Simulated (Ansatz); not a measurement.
The parent structure is ZrO₂ in the fluorite structure (space group Fm-3m, No. 225; a = 5.116 Å).

Modification: 0.234 electrons added to each cell, a density of 7.0×10^21 cm⁻³, with a uniform compensating background at fixed cell and a 300 K Fermi–Dirac width.

Level of theory: PBE (Ansatz, a quantum-chemistry and plane-wave program, PAW, no SOC), earlier PAW set.

Base, band edges from the VBM (valence, conduction): X 0.00, 3.75; W -0.20, 4.38; L -1.63, 3.94; Γ -0.53, 3.32; K -0.33, 3.97; U -0.33, 3.97 eV.

Task: Give the band edges at the high-symmetry points of the new zone, measured from its valence-band maximum.

Result: 
```csv
point,valence edge (eV),conduction edge (eV)
Γ,-0.53,3.46
X,0.00,3.82
U,-0.33,4.07
K,-0.33,4.07
L,-1.63,4.09
W,-0.20,4.47
```

The gap is 3.46 eV, indirect, X → Γ.

Carriers are added with a uniform compensating background; total energy and stress of such cells depend on the potential's zero and are not compared; many-body gap narrowing is missing at this level. Whether these cells are dynamically stable was not tested. This is not the structure that ZrO2 has at room temperature and ambient pressure.
